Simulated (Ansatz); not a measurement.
## TeO₂ in the fluorite structure (space group Fm-3m, No. 225; a hypothetical phase, not in the database extracts checked)

```
TeO2
1.0
    0.00000     2.69264     2.69264
    2.69264     0.00000     2.69264
    2.69264     2.69264     0.00000
Te O
1 2
Cartesian
  0.00000   0.00000   0.00000
  1.34632   1.34632   1.34632
  4.03896   4.03896   4.03896
```

Computed with Kohn–Sham DFT with the PBE functional, run in Ansatz (a quantum-chemistry and plane-wave program) with PAW and 420 eV plane waves, scalar-relativistic without spin-orbit coupling, earlier PAW set. k-mesh 11×11×11 (Γ-centred); smearing 0.05 eV (Fermi–Dirac).

- Volume per atom: 13.01 Å³
- Density: 6.79 g/cm³
- Band gap: 0.82 eV, indirect, L → Γ–X (60 % along)
- Electron mass: 0.89 mₑ along k, 0.23 mₑ across
- Hole mass: 0.98 mₑ along k, 1.3 mₑ across
- Lowest conduction-band minima above the VBM: a point along ⟨100⟩, about 0.7 Å⁻¹ from Γ 0.82 eV; a point along ⟨110⟩, about 0.2 Å⁻¹ from Γ 1.83 eV
- Total energy: -2703.985 eV/atom (σ→0; compares only within this code and set-up)

With Te present, leaving out spin-orbit coupling can change the band edges. Masses are band curvatures over ±0.01 Å⁻¹ around the edge. Along k means along the line from Γ to the band edge. Whether these cells are dynamically stable was not tested.
